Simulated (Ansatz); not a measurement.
# TiAl3, element substitutions

The reference is TiAl3 (space group I4/mmm, No. 139; a = 3.8459 Å, c = 8.6199 Å).

Each row replaces one element on all its sites; cell and atoms are relaxed.

Computed with PBE/PAW in Ansatz (an electronic-structure program), spin-orbit coupling left out.

```csv
case,volume per atom,c/a ratio
base,15.94 Å³,2.241
Al → Tl,24.20 Å³,2.316
Al → Si,14.13 Å³,2.309
Al → Y,27.98 Å³,1.978
Al → Lu,25.56 Å³,1.990
```

Whether these cells are dynamically stable was not tested. As relaxed here, TiTl3, TiSi3, Y3Ti and Lu3Ti are hypothetical phases, not in the database extracts checked. All final runs are without spin polarisation. An odd electron count without spin: TiTl3, TiAl3, Y3Ti and Lu3Ti. TiTl3, TiSi3, Y3Ti and Lu3Ti have a high density of states at the Fermi level and may be magnetic at this level.
